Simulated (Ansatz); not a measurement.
## Quick settings and what they miss: Fe (Im-3m, 1 atom in the cell)

Self-consistent single point.

```
CELL_PARAMETERS angstrom
     -1.43553     1.43553     1.43553
      1.43553    -1.43553     1.43553
      1.43553     1.43553    -1.43553
ATOMIC_POSITIONS crystal
  Fe 0.00000 0.00000 0.00000
```
Moments meant for the start (each program seeds them in its own way; μB, in the order of the atoms Fe): 4.0.

Method of the run: LDA (PW92), PAW files made with PBE (plane waves; Ansatz, a quantum-chemistry and plane-wave program).

Base settings: basis.ecutwfc = 420 eV; kpoints.mp_grid.grid = 11 11 11; hamiltonian.xc = lda; hamiltonian.pseudopotentials = {kind: paw} (the program's default PAW files); magnetization.spin_polarized = true; scf.occupations.method = gaussian; scf.occupations.width = 0.05 eV.

Tight run (finer mesh or higher cutoff; not a proven limit): basis.ecutwfc: 420 eV → 590 eV; kpoints.mp_grid.grid: 11 11 11 → 15 15 15; scf.convergence.dr2_threshold: default (1e-07 eV) → 1e-09 eV. It gave Fermi level (on the code's own zero) 17.14 eV; pressure -23.69 GPa; size of the cell's spin moment 2.21 μB.

Quick runs, as changes from the base:
- A: the base itself
- B: basis.ecutwfc: 420 eV → 250 eV; kpoints.mp_grid.grid: 11 11 11 → 6 6 6; scf.occupations.width: 0.05 eV → 0.2 eV; kpoints.mp_grid.shift: default → 0.5 0.5 0.5; scf.convergence.dr2_threshold: default (1e-07 eV) → 0.001 eV
- C: basis.ecutwfc: 420 eV → 335 eV; kpoints.mp_grid.grid: 11 11 11 → 6 6 6; scf.occupations.method: gaussian → methfessel_paxton; scf.occupations.width: 0.05 eV → 0.136 eV; scf.convergence.dr2_threshold: default (1e-07 eV) → 0.0001 eV

Energies are extrapolated to zero smearing width, which holds to low order in the width alone.

The count of work is k-points × plane waves × bands × iterations; it is no time. 

Pressures in the table are Ansatz's without its Pulay estimate, at a fixed set of plane waves; the tight run's value above holds the estimate.

The starting cell comes from a database of computed structures (which also holds hypothetical and non-ambient phases and stackings), without a prior relaxation at this level. Its lattice was rescaled by a random factor within 2.5 % of one. With one magnetic atom in the cell only a parallel order is possible. In the base run, with a pressure of about -23 GPa the cell is away from its equilibrium volume at this level.

```tsv
run	energy less tight (meV/atom)	pressure less tight (GPa)	size of the net moment less tight (μB/atom)	count of work / tight
A	0.8	0.48	0.03	0.23
B	2324.5	-183.07	0.07	0.015
C	13.3	-8.44	0.02	0.045
```

Among the runs at the tight run's level, the energy misses run from 0.8 to 2324.5 meV/atom.

Left out of this page: 3 runs of the series outside the window shown, repeating another row's setting, or not comparable.

Keys are those of Ansatz 0.2.
